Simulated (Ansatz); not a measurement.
Consider Re in the hcp (Mg type) structure (space group P6_3/mmc, No. 194; relaxed with 0.1 eV smearing).

```cif
data_Re2
_chemical_formula_sum 'Re2'
_space_group_name_H-M_alt 'P63/mmc'
_space_group_IT_number 194
_space_group_name_Hall '-P 6c 2c'
_cell_length_a 2.75189
_cell_length_b 2.75189
_cell_length_c 4.44007
_cell_angle_alpha 90.000
_cell_angle_beta 90.000
_cell_angle_gamma 120.000
loop_
_atom_site_label
_atom_site_type_symbol
_atom_site_symmetry_multiplicity
_atom_site_Wyckoff_symbol
_atom_site_fract_x
_atom_site_fract_y
_atom_site_fract_z
_atom_site_occupancy
Re1 Re 2 c 0.33333 0.66667 0.25000 1
```

Calculations: PBEsol (Ansatz, a quantum-chemistry and plane-wave program; PAW; 420 eV plane waves; scalar-relativistic without spin-orbit coupling).

Before the change:

The pressure is 0.0 GPa and the band gap is zero.

It is then changed as follows: an isotropic linear strain of −2.00 %, atoms relaxed at fixed cell.

What does the calculation give for the energy relative to the base after the change?

The energy increases by 68 meV/atom.

Estimate the effect on the pressure.

The pressure (mean of the normal stresses, compression positive) goes from zero to 27.0 GPa.

How does this affect the band gap?

The band gap is still zero.

Whether these cells are dynamically stable was not tested. The final runs are not spin-polarised.
